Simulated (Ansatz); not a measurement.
We consider B2O3 (model structure, P-62c, No. 190, 10 atoms in the cell), described by LDA in Ansatz (plane waves, PAW).

Settings: plane-wave cutoff 520 eV, 12×12×6 k mesh (along the axes of the cell as run), Fermi–Dirac smearing 0.01 eV, scalar-relativistic PAW data made under PBE.

Cell (relaxed at this level):

```xyz
10
Lattice="4.3351 0.0000 0.0000 -2.1675 3.7543 0.0000 0.0000 0.0000 6.2973" Properties=species:S:1:pos:R:3 pbc="T T T"
O      3.5187     1.0876     1.5743
B      2.1675     1.2514     1.5743
B      0.0000     0.0000     1.5743
O      1.6338     2.5035     1.5743
O      1.3501     0.1632     1.5743
O     -0.8175     3.5911     4.7230
B      0.0000     0.0000     4.7230
B      0.0000     2.5029     4.7230
O     -0.5337     1.2508     4.7230
O      1.3512     2.6667     4.7230
```

Question: What does this level give for the band gap and smallest direct gap on the k points sampled?

Answer: 
- band gap = 4.49 eV (indirect)
- smallest direct gap on the k points sampled = 4.74 eV

Note: the relaxation could raise the start's symmetry but not lower it, so the cell can be a saddle point.

The computed numbers hold no vibrational or temperature effects.

A model structure was made by putting elements into a prototype or built by hand; it is no filed structure, need not be a known phase, and can be a saddle point held by its symmetry.

Ansatz is a first-principles code.
